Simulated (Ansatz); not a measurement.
The starting structures come from a database of crystals and need not be the phases stable at ambient conditions.

 Where the default PAW files enter, the runs use the earlier of Ansatz's two default sets.

By PBEsol, the system below comes out a metal.

A figure of merit of an interconnect metal is its ballistic conductance per area.

Given:

```xyz
3
Lattice="2.8800 0.0000 0.0000 0.0000 2.8800 0.0000 0.0000 0.0000 5.1210" Properties=species:S:1:pos:R:3 pbc="T T T"
Si     1.4400     1.4400     3.6898
Si     1.4400     1.4400     1.4313
Ru     0.0000     0.0000     0.0000
```

Space group of this cell: P4/mmm. The cell is strained (lengths along the current scaled by 0.97, ions clamped); by PBEsol its mean pressure is 0.6 GPa.

The current flows along the normal of the first two printed cell vectors, the (001) (indices of the unstrained crystal) plane of the conventional cell. No spin-orbit coupling; the value is a mean over 0.1 eV about the Fermi level.

Question: Compute, with PBEsol (Ansatz, a quantum-chemistry and plane-wave program), the ballistic conductance per area.

Answer: 0.35 × 10¹⁵ S/m² for both spins.
